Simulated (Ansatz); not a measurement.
# Smallest direct gap on the k points sampled of Ag2S (P2₁/m, No. 11; start mp-556225; another space group than a measured phase of this formula) at several levels of theory

No measured value is used here.

| level (code) | value (eV) |
|---|---|
| PBEsol+SOC (Ansatz) | [?] |
| HSE06 (Ansatz) | 2.14 |
| HSE06+SOC (Ansatz) | 2.13 |
| PBE0 (Ansatz) | 2.81 |

Problem. What belongs in the gaps?

Solution. 
- PBEsol+SOC (Ansatz, an electronic-structure program), value (eV): 0.95

Computed values are for a static lattice. Levels without +SOC have no spin–orbit coupling; where heavier elements are present it shifts gaps, mostly down, and can invert bands.  Values are at the PBEsol cell. Cutoffs and k meshes differ between the levels. Ansatz's density-functional and Hartree–Fock values are scalar-relativistic unless marked +SOC, with PAW data made under PBE.

A start named mp-… is a Materials Project structure, which can be a computed phase never made.
